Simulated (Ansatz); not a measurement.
Ti on the Al site in fcc Al (start: the Al site; 108-site cell, 4×4×4 shifted sampling), impurity bounded by its compound with the host (Δμ(Al) = 0.00 eV, Δμ(Ti) = -1.58 eV, bounded by TiAl3 (I4/mmm); only phases computed here count, gases as isolated molecules at 0 K). Level of theory: PBE, PAW (plane waves to 420 eV; Ansatz, an electronic-structure program). In charge state 0 (not spin-polarised) the formation energy is 0.47 eV. The crystal has 6.06 × 10^22 Al sites per cm³.

### Question
Estimate the equilibrium concentration at 900 K in the dilute limit, leaving out vibrational entropy and degeneracy.

### Answer
kT = 0.0776 eV; c = N exp(−E_f / kT) = 6.06 × 10^22 × exp(−6.1) ≈ 1 × 10^20 cm^-3. An error of 0.2 eV in E_f moves this by a factor of 13.
